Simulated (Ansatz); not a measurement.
# HgS: response to strain

Base system: HgS in the zinc blende structure (space group F-43m, No. 216).

```xyz
2
Lattice="0.0000 2.9379 2.9379 2.9379 0.0000 2.9379 2.9379 2.9379 0.0000" Properties=species:S:1:pos:R:3 pbc="T T T"
Hg     0.0000     0.0000     0.0000
S      1.4690     1.4690     1.4690
```

Cartesian axes are those of the cell as printed.

Strains are applied to the cell and any free atomic positions relax; under biaxial strain the out-of-plane vector relaxes too.

Level of theory: PBEsol in Ansatz (plane waves to 420 eV, PAW, no spin-orbit coupling).

Notes on the quantities. pressure: mean of the normal stresses, compression positive; energy relative to the base: free energy F.

| case | pressure | energy relative to the base | volume per atom |
|---|---|---|---|
| base | 0.0 GPa | 0 meV/atom | 25.36 Å³ |
| biaxial strain −1.67 %, plane normal [111], relaxed out of plane | 1.0 GPa | [?] | 24.92 Å³ |
| biaxial strain −1.25 %, plane normal [111], relaxed out of plane | 0.8 GPa | [?] | 25.03 Å³ |
| biaxial strain −0.83 %, plane normal [111], relaxed out of plane | 0.5 GPa | +1.0 meV/atom | 25.14 Å³ |
| biaxial strain −0.42 %, plane normal [111], relaxed out of plane | 0.3 GPa | +0.3 meV/atom | [?] |
| biaxial strain +0.42 %, plane normal [111], relaxed out of plane | -0.3 GPa | +0.3 meV/atom | 25.47 Å³ |
| biaxial strain +1.25 %, plane normal [111], relaxed out of plane | -0.8 GPa | +2.4 meV/atom | [?] |
| biaxial strain +1.67 %, plane normal [111], relaxed out of plane | -1.1 GPa | +4.3 meV/atom | 25.81 Å³ |
| biaxial strain +2.08 %, plane normal [111], relaxed out of plane | -1.3 GPa | +6.6 meV/atom | 25.93 Å³ |
| biaxial strain +2.50 %, plane normal [111], relaxed out of plane | -1.6 GPa | +9.6 meV/atom | 26.05 Å³ |

Question: Fill in the withheld entries from the trend.

Answer: 
- biaxial strain −1.67 %, plane normal [111], relaxed out of plane, energy relative to the base: +4.1 meV/atom
- biaxial strain −1.25 %, plane normal [111], relaxed out of plane, energy relative to the base: +2.3 meV/atom
- biaxial strain −0.42 %, plane normal [111], relaxed out of plane, volume per atom: 25.25 Å³
- biaxial strain +1.25 %, plane normal [111], relaxed out of plane, volume per atom: 25.70 Å³

The mesh was chosen for an insulator and is coarse for the gapless case. No phonon test of stability was made. All final runs are without spin polarisation.

Ansatz is a first-principles code.
